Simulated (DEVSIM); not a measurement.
Device: Cr/Al2O3/p-Ge capacitor, at 300 K.

```tsv
layer (left to right)	material	thickness (nm)	Na (cm⁻³)
1	Al2O3	24.0	-
2	Ge	1200	4.8e17
```

Metal gate on the left, work function 4.5 eV. Fixed charge at the semiconductor interface 1.6e12 cm⁻² (in units of +e); no interface traps.

Constants are typed, rounded textbook-type inputs, not results; the design itself was drawn at random and stands for no fabricated device. Values at 300 K.

| parameter | Al2O3 | Ge |
|---|---|---|
| gap (eV) | 6.8 | 0.664 |
| affinity (eV) | 1.35 | 4 |
| permittivity | 9 | 16 |
| Nc (cm⁻³) | - | 1.04e19 |
| Nv (cm⁻³) | - | 6e18 |

Model (solved in DEVSIM): 1D Poisson equation in equilibrium, Boltzmann statistics, complete ionisation; no quantum confinement or tunnelling. Metal contacts follow the ideal Schottky-Mott rule: no Fermi-level pinning, no interface dipoles.

Q: Tabulate band edges, carrier densities and field at -0.2 V on the gate.

A: Energies count from the Fermi level of the right contact; mesh points crowd at the junctions.

```tsv
x (μm)	Ec (eV)	Ev (eV)	n (cm⁻³)	p (cm⁻³)	field (V/cm)
0.000	3.350	-3.450	< 1e2	< 1e2	-110000
0.001314	3.336	-3.464	< 1e2	< 1e2	-110000
0.003969	3.307	-3.493	< 1e2	< 1e2	-110000
0.009010	3.252	-3.547	< 1e2	< 1e2	-110000
0.01851	3.150	-3.650	< 1e2	< 1e2	-110000
0.02193	3.113	-3.687	< 1e2	< 1e2	-110000
0.02357	3.095	-3.705	< 1e2	< 1e2	-110000
0.02520	0.454	-0.210	2.4e11	1.8e15	110000
0.02782	0.482	-0.182	8.3e10	5.3e15	99000
0.03368	0.531	-0.133	1.2e10	3.5e16	69000
0.04645	0.584	-0.080	1.6e9	2.7e17	20000
0.08799	0.599	-0.065	9.1e8	4.8e17	58
0.1647	0.599	-0.065	9.1e8	4.8e17	≈ 0
0.3318	0.599	-0.065	9.1e8	4.8e17	≈ 0
0.7966	0.599	-0.065	9.1e8	4.8e17	≈ 0
1.028	0.599	-0.065	9.1e8	4.8e17	≈ 0
1.135	0.599	-0.065	9.1e8	4.8e17	≈ 0
1.184	0.599	-0.065	9.1e8	4.8e17	≈ 0
1.210	0.599	-0.065	9.1e8	4.8e17	≈ 0
1.218	0.599	-0.065	9.1e8	4.8e17	≈ 0
1.222	0.599	-0.065	9.1e8	4.8e17	≈ 0
1.224	0.599	-0.065	9.1e8	4.8e17	≈ 0
```
